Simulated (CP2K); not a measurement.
Band structure of Sr2NbN2O2 (I4/mmm, 7 atoms in the cell).

```yaml
crystal:
  lattice:
    - [7.10985, 0.00000, 0.00000]
    - [4.78793, 5.25601, 0.00000]
    - [-5.94889, -2.62800, 2.87302]
  atoms:
    - { symbol: Sr, position: [0.35168, 0.35168, 0.00000] }
    - { symbol: Sr, position: [0.64832, 0.64832, 0.00000] }
    - { symbol: Nb, position: [0.00000, 0.00000, 0.00000] }
    - { symbol: N, position: [0.50000, 0.00000, 0.50000] }
    - { symbol: N, position: [0.00000, 0.50000, 0.50000] }
    - { symbol: O, position: [0.16237, 0.16237, 0.00000] }
    - { symbol: O, position: [0.83763, 0.83763, 0.00000] }
```

Level of theory: PBEsol, GPW, DZVP-MOLOPT-SR-GTH basis, GTH-PBE potentials (GTH_POTENTIALS) in CP2K.

Settings: CUTOFF = 500 Ry; REL_CUTOFF = 40 Ry; SMEAR/METHOD = GAUSSIAN; SIGMA = 0.2 eV; KPOINTS/SCHEME = MONKHORST-PACK 7 7 7; XC_FUNCTIONAL = PBE:PBESOL; Sr/BASIS_SET = DZVP-MOLOPT-SR-GTH-q10; Sr/POTENTIAL = GTH-PBE-q10; Nb/BASIS_SET = DZVP-MOLOPT-SR-GTH-q13; Nb/POTENTIAL = GTH-PBE-q13; N/BASIS_SET = DZVP-MOLOPT-SR-GTH-q5; N/POTENTIAL = GTH-PBE-q5; O/BASIS_SET = DZVP-MOLOPT-SR-GTH-q6; O/POTENTIAL = GTH-PBE-q6.

The starting cell comes from a database of computed structures (which also holds hypothetical and non-ambient phases and stackings), without a prior relaxation at this level. Spin polarisation is off; with an odd number of electrons in the cell that forces a metal, and a magnetic state may lie lower. Values carry the incompleteness of an atom-centred basis. The potentials were made for another functional than the one used.

Levels in eV from the Fermi level, bands 24 to 29:
| point | 24 | 25 | 26 | 27 | 28 | 29 |
|---|---|---|---|---|---|---|
| Γ | -0.92 | -0.92 | -0.53 | 0.48 | 0.48 | 1.05 |
| X | -1.56 | -1.28 | -1.02 | -0.14 | 0.96 | 4.83 |
| Y | -1.60 | -1.32 | -0.99 | -0.13 | 0.90 | 4.67 |
| S | -1.94 | -1.30 | -0.66 | -0.32 | -0.07 | 2.62 |
| Z | -1.38 | -1.36 | -0.92 | 0.51 | 0.51 | 1.07 |
| S1 | -1.94 | -1.30 | -0.66 | -0.32 | -0.07 | 2.62 |
| N | -1.87 | -1.29 | -0.55 | -0.36 | -0.07 | 2.59 |
| P | -1.66 | -1.51 | -0.48 | -0.48 | 0.96 | 4.85 |
| Y1 | -1.60 | -1.32 | -0.99 | -0.13 | 0.90 | 4.67 |

Bands cross the Fermi level along this path, so the cell is metallic at this level.

Higher empty bands are left out: an atom-centred basis made for the valence describes them poorly.
